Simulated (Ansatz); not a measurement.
An Ansatz (an electronic-structure program) input (DFT with PBE, PAW potentials and a 420 eV plane-wave cutoff in Ansatz, no spin-orbit coupling):

Ansatz 0.2 input:
```yaml
crystal:
  lattice:
    - [2.7940647647, 0, 0]
    - [0, 4.1365606305, 0]
    - [0, 0, 5.807298167]
  atoms:
    - { symbol: Ag, position: [0, 0, 0] }
    - { symbol: Ag, position: [0.5, 0.5, 0.7424276394] }
    - { symbol: Rh, position: [0, 0, 0.5] }
    - { symbol: Ag, position: [0.5, 0.5, 0.2575723606] }
basis: { ecutwfc: 420, ecutrho_ratio: 4, xc_grid: 2, fft_grid_basis: typed }
kpoints: { mp_grid: { grid: [17, 11, 8] } }
hamiltonian:
  xc: pbe
  dispersion: none
  pseudopotentials: { kind: paw }
scf: { occupations: { method: fermi_dirac, width: 0.05 }, convergence: { dr2_threshold: 0.0000000004 } }
output: { forces: true, stress: true }
checkpoint: { write: state.ck, write_every: 1000 }
```

Q: Which symmetry and how many k-points will the program report, and about how many plane waves at Γ?

A: Space group Pmmm (ITA 47) with 8 operations, k-points 270 of 1496, and 1319 plane waves at Γ.

These are small ordered cells, not random alloys; other orderings at the same x differ. No phonon test of stability was made. All final runs are without spin polarisation. The cell was made from Ag by this change: x(Rh) = 0.25, 4 atoms, Pmmm. Ag3Rh has a high density of states at the Fermi level and may be magnetic at this level.
